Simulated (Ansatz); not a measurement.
For SnO (model structure, started from the alpha GeTe type, R3m, No. 160, 2 atoms in the cell), PBE (Ansatz, a program for electronic structure, plane waves, PAW) gives:

| Item | Result |
|---|---|
| equilibrium lattice constant a | 3.378 Å |
| lattice parameter c | 12.763 Å |

**Question.** What does r²SCAN (plane waves, PAW; Ansatz) give for the same quantities?

**Answer.** 
- lattice constant a: 3.315 Å (decreases by 1.9 %)
- lattice parameter c: 12.750 Å (falls by 0.1 %)

Changes are worked out from the printed values.

Unless a cell is named, each level is at its own relaxed cell (PBE 21.02, r²SCAN 20.22 Å³/atom).

Ansatz's density-functional and Hartree–Fock values are scalar-relativistic unless marked +SOC, with PAW data made under PBE.

A model structure was made by putting elements into a prototype or built by hand; it is no filed structure, need not be a known phase, and can be a saddle point held by its symmetry.
